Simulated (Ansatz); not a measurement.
What x(Sn) = 0.667, 9 atoms, C2/m does to TiS2

Consider TiS2 in the CdI2 type structure (space group P-3m1, No. 164; a = 3.360 Å, c = 5.523 Å; layered, stacked along the Cartesian z axis).

The other end (x = 1) is SnS2 in the CdI2 type structure (space group P-3m1, No. 164; layered, stacked along the Cartesian z axis): 22.57 Å³/atom, gap 1.27 eV.

One thing is altered: a fraction x = 0.667 of the Ti sites is given to Sn, ordered in a cell of 9 atoms (starting symmetry C2/m) and fully relaxed.

Calculations: PBE-D3(BJ) (Ansatz, a first-principles code), spin-orbit coupling left out, earlier PAW set. Settings: 10×10×4 k-points, 0.05 eV Fermi–Dirac smearing, for the changed cell.

Volume per atom: 21.31 Å³ (base 18.00 Å³)
Density: 4.14 g/cm³ (base 3.44 g/cm³)
Band gap: 0.15 eV (base zero)
Gap character (in this cell's own zone, which can be folded): indirect, Γ → k = (0.200, -0.200, -1/2) in the run's primitive reciprocal basis
Valence-band top at Γ (three highest levels, from the VBM): 0.00, -0.40, -0.46 eV
Mixing energy: +0.06 eV/atom (to 0.01 eV only: unlike meshes or grids)
Deviation of the volume from the linear (Vegard-type) interpolation: +1.2 %
Mean first-shell distances: Ti–S 2.459 Å (end compound 2.409 Å), Sn–S 2.569 Å (end compound 2.583 Å)

Each cell is one ordered arrangement of few atoms, which overstates ordering effects compared with a random alloy. No phonon test of stability was made. All final runs are without spin polarisation. The zero or small gap of TiSn2S6 and TiS2 can change with the level of theory. Labels are those of the standard path for the cell's own space group.
